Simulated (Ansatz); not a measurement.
The parent structure is Al in the fcc (Cu type) structure (space group Fm-3m, No. 225; a = 3.992 Å; relaxed with 0.1 eV smearing). Axes: x, y, z lie along the cube axes.

The values are results of DFT with r2SCAN, PAW potentials and a 500 eV plane-wave cutoff in Ansatz (an electronic-structure program), no SOC, earlier PAW set, not measurements.

Perturbation: uniaxial strain ε_yy = +0.64 %, all other strain components held at zero, atoms relaxed at fixed cell.

Question: How does this affect the stress and energy relative to the base?

Answer: The stress (xx, yy, zz, yz, xz, xy; compression positive) is (-0.5, -0.8, -0.5, 0.0, 0.0, 0.0) GPa; the energy stays essentially unchanged.

No phonon test of stability was made.
